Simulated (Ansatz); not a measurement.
Given:

```
CELL_PARAMETERS angstrom
      4.71671     0.00000     0.00000
     -2.35836     4.08479     0.00000
      0.00000     0.00000    19.74220
ATOMIC_POSITIONS crystal
  Pb 0.00000 0.00000 0.50000
  I  0.33333 0.66667 0.59295
  I  0.66667 0.33333 0.40705
```

Level of theory: PBE with spin-orbit coupling, rigid bands (plane waves, PAW; Ansatz, a program for electronic structure). Condition of this run: biaxial strain +1 % with spin-orbit coupling. Cell: cell and atoms relaxed with PBE, then loaded as said.

Problem. Predict the hole conductivity mass (n e² τ/σ) at 300 K, by direction if it differs.

Solution. 2.2 mₑ.

Problem. Predict the electron conductivity mass (n e² τ/σ) at 300 K, by direction if it differs.

Solution. 0.35 mₑ.

Problem. And the band gap?

Solution. 1.74 eV at this level; semilocal functionals usually fall short of the measured gap.

Rigid bands, one relaxation time for all states, no polarons.
